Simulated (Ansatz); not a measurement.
Start from GaN (space group P-6m2, No. 187; a = 2.9393 Å, c = 2.6575 Å; a hypothetical phase, not in the database extracts checked; relaxed with 0.1 eV smearing). Axes: x lies along a and z along c of the hexagonal cell.

Calculations: PBEsol (Ansatz, an electronic-structure program), without spin-orbit coupling.

Modification: every lattice vector is stretched by 1.48 %; the atoms relax in the strained cell.

**Question.** Predict the stress tensor and what it implies for the stiffness.

**Answer.** Stress of the strained cell less that of the base (GPa, compression positive):
```
   -6.9     0.0     0.0
    0.0    -6.9     0.0
    0.0     0.0    -9.2
```

Then B = −ΔP/(ΔV/V₀) with ΔV/V₀ = 0.0451 gives secant stiffness values (nonlinear terms included at this strain): B (at held cell shape, above the free-shape value) ≈ 170 GPa.

As a check, the harmonic strain energy −½ V₀ Δσ:ε is 11 meV/atom; the computed energy rise is 11 meV/atom.

Stability against distortions was not tested. The final runs are not spin-polarised.
